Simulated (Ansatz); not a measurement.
## Rh: biaxial strain +3.00 %, plane normal [001], relaxed out of plane

The parent structure is Rh in the fcc (Cu type) structure (space group Fm-3m, No. 225; a = 3.7551 Å; relaxed with 0.1 eV smearing). Axes: x, y, z lie along the cube axes.

One thing is altered: tensile biaxial strain of 3.00 % in the plane normal to [001], as in epitaxy on a mismatched substrate; the out-of-plane cell vector and the atoms relax.

Calculations: LDA (Ansatz, an electronic-structure program), scalar-relativistic without spin-orbit coupling. k-mesh 30×30×30 (Γ-centred); smearing 0.1 eV (Fermi–Dirac).

- Volume per atom = 13.67 Å³ (base 13.24 Å³)
- Space group = I4/mmm (No. 139) (base Fm-3m (No. 225))
- Shortest interatomic distance = 2.661 Å (base 2.655 Å)
- Energy relative to the base (free energy F) = +35 meV/atom
- Band gap = zero (base zero)
- Out-of-plane strain = -2.68 %
- Ratio −ε⊥/ε∥ = 0.89
- Mean in-plane stress (compression positive) = -13.2 GPa

Cost of the whole job for the changed cell (relaxation, final SCF and bands): very roughly 100 core-seconds.

Whether these cells are dynamically stable was not tested. The final runs are not spin-polarised. Rh lies near a magnetic instability that expansion can trigger; it was not tested.
